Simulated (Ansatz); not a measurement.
Short convergence ladders for SrSi (Cm, 4 atoms in the cell)

```xyz
4
Lattice="2.4216 -5.6765 0.0000 2.4216 5.6765 0.0000 0.0000 0.0000 4.0680" Properties=species:S:1:pos:R:3 pbc="T T T"
Sr     2.4216     1.5748     1.0670
Sr     2.4216    -1.5748     3.0510
Si     2.4216     4.9532     1.0170
Si     2.4216    -4.9532     3.0510
```

Base method: PBEsol, default PAW files made with PBE (plane waves; Ansatz, a quantum-chemistry and plane-wave program).

Base settings: basis.ecutwfc = 420 eV; kpoints.mp_grid.grid = 8 8 8; hamiltonian.xc = pbesol; hamiltonian.pseudopotentials = {kind: paw} (the program's default PAW files); scf.occupations.method = fermi_dirac; scf.occupations.width = 0.1 eV.

The count of work is k-points × plane waves × bands × iterations; it is no time. Core times come from one kind of shared machine, to one figure; runs under 30 s give none.

**The k-point mesh at a smearing width of 0.02 eV**

In this ladder: scf.occupations.width = 0.02 eV.

Only quantities that move along the ladder and can be compared are tabulated.

| kpoints.mp_grid.grid | free energy less the last step's (meV/atom) | pressure (GPa) | largest difference of a force vector from the last step's (eV/Å) | count of work / last |
|---|---|---|---|---|
| 3 3 3 | 21.03 | -1.92 | 0.172 | 0.010 |
| 3 3 4 | 8.25 | -1.86 | 0.044 | 0.017 |
| 4 4 4 | 11.46 | -1.94 | 0.112 | 0.025 |
| 5 5 5 | -1.30 | -1.96 | 0.043 | 0.040 |
| 6 6 6 | -1.67 | -1.95 | 0.044 | 0.070 |
| 8 8 9 | -0.29 | -1.96 | 0.015 | 0.17 |
| 12 12 13 | 0.13 | -1.98 | 0.006 | 0.53 |
| 15 15 16 | 0.00 | -1.99 | 0.000 | 1.0 |

Coarsest kpoints.mp_grid.grid that holds the free energy within 5 meV/atom of the last step, with all finer ones: 5 5 5, at 0.040 of the last step's count of work; the step before is off by 11 meV/atom.

Coarsest kpoints.mp_grid.grid that holds the pressure within 0.05 GPa of the last step, with all finer ones: 4 4 4, at 0.025 of the last step's count of work; the step before is off by 0.13 GPa.

**The width of Fermi-Dirac smearing**

In this ladder: kpoints.mp_grid.grid = 13 13 13.

Narrow widths need finer meshes than wide ones, so the last steps can hold mesh noise.

Only quantities that move along the ladder and can be compared are tabulated; pressure and forces are left out, as mesh noise rules them at narrow widths.

```tsv
scf.occupations.width	free energy less the last step's (meV/atom)	energy extrapolated to zero width less the last step's (meV/atom)	core time / last (rough)
1 eV	-874.06	51.49	2
0.5 eV	-194.02	18.93	2
0.3 eV	-62.30	5.61	1
0.2 eV	-25.20	1.58	1
0.1 eV	-4.77	0.22	1
0.05 eV	0.00	0.00	1
```

Widest scf.occupations.width that holds the energy extrapolated to zero width within 2 meV/atom of the last step, with all finer ones: 0.2 eV; the step before is off by 5.6 meV/atom.

Widest scf.occupations.width that holds the free energy within 2 meV/atom: not settled: the last two steps still differ by 4.8 meV/atom, over half the tolerance, so the ladder does not show it.

The extrapolation to zero width removes most of the smearing's effect on the energy.

**The width of cold smearing**

In this ladder: kpoints.mp_grid.grid = 13 13 13; scf.occupations.method = cold.

Narrow widths need finer meshes than wide ones, so the last steps can hold mesh noise.

Only quantities that move along the ladder and can be compared are tabulated; pressure and forces are left out, as mesh noise rules them at narrow widths.

```tsv
scf.occupations.width	free energy less the last step's (meV/atom)	core time / last (rough)
1 eV	16.44	1
0.5 eV	-1.10	0.9
0.3 eV	-0.94	1.0
0.2 eV	-0.26	0.9
0.1 eV	0.00	1
```

Widest scf.occupations.width that holds the free energy within 2 meV/atom of the last step, with all finer ones: 0.5 eV; the step before is off by 16 meV/atom.

On the base run: the starting cell comes from a database of computed structures (which also holds hypothetical and non-ambient phases and stackings), without a prior relaxation at this level. Its lattice was rescaled by up to half a per cent. One atom was moved a little off its site on purpose. Ansatz's pressure includes its estimate of the finite-basis (Pulay) stress.

Left out of this page: 4 runs of the series outside the window shown, repeating another row's setting, or not comparable.

Keys are those of Ansatz 0.2.
